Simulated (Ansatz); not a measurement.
A self-consistent single point of CdHClO (P3m1, 8 atoms in the cell) with Ansatz (a quantum-chemistry and plane-wave program).

Method of the run: LDA (PW92), default PAW files made with PBE (plane waves; Ansatz).

The change in words: lattice scaled by 0.98; kpoints.mp_grid.grid: 8 8 3 → 11 11 4. Reference geometry:
```xyz
8
Lattice="3.7536 0.0000 0.0000 -1.8768 3.2507 0.0000 0.0000 0.0000 10.4716" Properties=species:S:1:pos:R:3 pbc="T T T"
Cd     1.8768     1.0836     5.2040
Cd     0.0000     2.1672    10.3899
H      0.0000     0.0000     3.3344
H      0.0000     0.0000     8.5702
Cl     1.8768     1.0836     1.6309
Cl     0.0000     2.1672     6.8667
O      0.0000     0.0000     4.3273
O      0.0000     0.0000     9.5631
```

Reference input (self-consistent single point, DFT, LDA (PW92), plane waves, default PAW files made with PBE): basis.ecutwfc = 420 eV; kpoints.mp_grid.grid = 8 8 3; hamiltonian.xc = lda; hamiltonian.pseudopotentials = {kind: paw} (the program's default PAW files); scf.occupations.method = fixed. This run's input differs from it in these lines:

Ansatz 0.2 input:
```diff
@@ -3,14 +3,14 @@
   lattice:
-    - [3.753615, 0.000000, 0.000000]
-    - [-1.876807, 3.250726, 0.000000]
-    - [0.000000, 0.000000, 10.471638]
+    - [3.678543, 0.000000, 0.000000]
+    - [-1.839271, 3.185711, 0.000000]
+    - [0.000000, 0.000000, 10.262205]
   atoms:
-    - { symbol: Cd, position_ang: [1.876810, 1.083574, 5.204038] }
-    - { symbol: Cd, position_ang: [-0.000002, 2.167152, 10.389855] }
-    - { symbol: H, position_ang: [0.000000, 0.000000, 3.334379] }
-    - { symbol: H, position_ang: [0.000000, 0.000000, 8.570198] }
-    - { symbol: Cl, position_ang: [1.876810, 1.083574, 1.630853] }
-    - { symbol: Cl, position_ang: [-0.000002, 2.167152, 6.866672] }
-    - { symbol: O, position_ang: [0.000000, 0.000000, 4.327300] }
-    - { symbol: O, position_ang: [0.000000, 0.000000, 9.563119] }
+    - { symbol: Cd, position_ang: [1.839274, 1.061903, 5.099957] }
+    - { symbol: Cd, position_ang: [-0.000002, 2.123808, 10.182057] }
+    - { symbol: H, position_ang: [0.000000, 0.000000, 3.267691] }
+    - { symbol: H, position_ang: [0.000000, 0.000000, 8.398794] }
+    - { symbol: Cl, position_ang: [1.839274, 1.061903, 1.598236] }
+    - { symbol: Cl, position_ang: [-0.000002, 2.123808, 6.729338] }
+    - { symbol: O, position_ang: [0.000000, 0.000000, 4.240754] }
+    - { symbol: O, position_ang: [0.000000, 0.000000, 9.371856] }
 basis:
@@ -19,3 +19,3 @@
   mp_grid:
-    grid: [8, 8, 3]
+    grid: [11, 11, 4]
 hamiltonian:
```

Log, with long lists cut:

```
SCF iter   1: F=—  HF=-19469.413291 eV  |F-HF|=—  |Δ(HF+E_count)|=         —  Δρ=1.23e-2  dr2=1.64e-1  ethr=1.77e-3  ⟨swp⟩=5.0  Hψ=7845  notcnv=0  defer=348
all-band conjugate gradients solve this SCF's bands
preconditioner: auto → Resta (q_TF=auto, 2.481 Å⁻¹)
SCF iter   2: F=—  HF=-19469.367541 eV  |F-HF|=—  |Δ(HF+E_count)|=   4.58e-2  Δρ=4.83e-3  dr2=2.14e-2  ethr=2.40e-4  ⟨swp⟩=2.7  Hψ=4284  notcnv=0  defer=348
   [... lines left out ...]
SCF iter   6: F=—  HF=-19469.360425 eV  |F-HF|=—  |Δ(HF+E_count)|=   1.38e-5  Δρ=5.21e-5  dr2=3.99e-6  ethr=4.71e-8  ⟨swp⟩=2.7  Hψ=3793  notcnv=0  defer=206
SCF iter   7: F=—  HF=-19469.360426 eV  |F-HF|=—  |Δ(HF+E_count)|=   1.85e-6  Δρ=2.72e-5  dr2=8.06e-7  ethr=5.86e-9  ⟨swp⟩=2.0  Hψ=3738  notcnv=0  defer=206
SCF iter   8: F=—  HF=-19469.360426 eV  |F-HF|=—  |Δ(HF+E_count)|=   2.49e-8  Δρ=1.62e-5  dr2=2.64e-7  ethr=1.18e-9  ⟨swp⟩=2.1  Hψ=3748  notcnv=0  defer=206
SCF iter   9: F=-19469.360426 eV  HF=-19469.360426 eV  |F-HF|=1.14e-8  |Δ(HF+E_count)|=   7.58e-9  Δρ=5.62e-6  dr2=3.50e-8  ethr=1.47e-10  ⟨swp⟩=11.2  Hψ=11501  notcnv=0
SCF 1 converged in 9 iterations: F = -19469.360426 eV  dr2 = 3.50e-8
Free energy (F): -19469.360426 eV
Internal energy: -19469.360426 eV  (E = F + TS)
E sigma→0 (E₀):  -19469.360426 eV
Fermi energy:    4.949439 eV
--- Forces (eV/Å), atoms counted from 1 ---
  atom   1  Cd    -0.00000000     0.00000000    -0.39479987
  atom   2  Cd     0.00000000     0.00000000     0.04879742
  atom   3  H     -0.00000000     0.00000000    -0.47414533
  atom   4  H     -0.00000000     0.00000000    -0.47215503
  atom   5  Cl     0.00000000     0.00000000    -0.22182753
  atom   6  Cl     0.00000000     0.00000000    -0.03924352
  atom   7  O      0.00000000    -0.00000000     0.90196036
  atom   8  O      0.00000000    -0.00000000     0.65147374
--- Stress (GPa, compression-positive) ---
       -4.409965       0.000000       0.000000
        0.000000      -4.409965      -0.000000
        0.000000      -0.000000      -1.841987
  P = ⅓ Tr σ = -3.5540 GPa (-35.540 kbar)
  The stress holds the Pulay correction. Without it, at fixed plane waves, as pw.x and ABINIT print it: P = -3.9037 GPa
```

The run converged in 9 iterations. Against the reference run the free energy goes down by 32.6 meV/atom, the pressure goes from -7.34 to -3.55 GPa, the largest force goes from 0.512 to 0.902 eV/Å and the gap on the mesh goes from 2.131 to 2.302 eV.

The starting cell comes from a database of computed structures (which also holds hypothetical and non-ambient phases and stackings), without a prior relaxation at this level. Its lattice was rescaled by up to half a per cent. One atom was moved a little off its site on purpose. For this run, on top of that: lattice scaled by 0.98. With a pressure of about -4 GPa the cell is away from its equilibrium volume at this level. Ansatz's pressure includes its estimate of the finite-basis (Pulay) stress.
